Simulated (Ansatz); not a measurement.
**InSbO4 (P2₁/c, No. 14, 24 atoms in the cell; start mp-1212067)**

Level of theory: PBEsol+SOC in Ansatz (plane waves, PAW).

Settings: plane-wave cutoff 520 eV, 6×6×6 k mesh, Fermi–Dirac smearing 0.01 eV, PAW data made under PBE.

Cell (relaxed with PBEsol):

```yaml
crystal:
  lattice:
    - [7.52344, 0.00000, -0.00499]
    - [0.00000, 5.25349, 0.00000]
    - [-1.40345, 0.00000, 7.31745]
  atoms:
    - { symbol: In, position: [0.84172, 0.74305, 0.64244] }
    - { symbol: In, position: [0.15828, 0.25695, 0.35756] }
    - { symbol: In, position: [0.15828, 0.24305, 0.85756] }
    - { symbol: In, position: [0.84172, 0.75695, 0.14244] }
    - { symbol: Sb, position: [0.66892, 0.24781, 0.81548] }
    - { symbol: Sb, position: [0.33108, 0.75219, 0.18452] }
    - { symbol: Sb, position: [0.33108, 0.74781, 0.68452] }
    - { symbol: Sb, position: [0.66892, 0.25219, 0.31548] }
    - { symbol: O, position: [0.80915, 0.55479, 0.89692] }
    - { symbol: O, position: [0.19085, 0.44521, 0.10308] }
    - { symbol: O, position: [0.19085, 0.05479, 0.60308] }
    - { symbol: O, position: [0.80915, 0.94521, 0.39692] }
    - { symbol: O, position: [0.90050, 0.06783, 0.81525] }
    - { symbol: O, position: [0.09950, 0.93217, 0.18475] }
    - { symbol: O, position: [0.09950, 0.56783, 0.68475] }
    - { symbol: O, position: [0.90050, 0.43217, 0.31525] }
    - { symbol: O, position: [0.67733, 0.39893, 0.56439] }
    - { symbol: O, position: [0.32267, 0.60107, 0.43561] }
    - { symbol: O, position: [0.32267, 0.89893, 0.93561] }
    - { symbol: O, position: [0.67733, 0.10107, 0.06439] }
    - { symbol: O, position: [0.43222, 0.42185, 0.80799] }
    - { symbol: O, position: [0.56778, 0.57815, 0.19201] }
    - { symbol: O, position: [0.56778, 0.92185, 0.69201] }
    - { symbol: O, position: [0.43222, 0.07815, 0.30799] }
```

```json
{
 "band_gap": "1.12 eV (direct)"
}
```

Static lattice: no zero-point or thermal effects.

Computing time: about 2.3 core-hours (a rough figure).

A start named mp-… is a Materials Project structure, which need not be a measured phase.

Ansatz is a first-principles code.
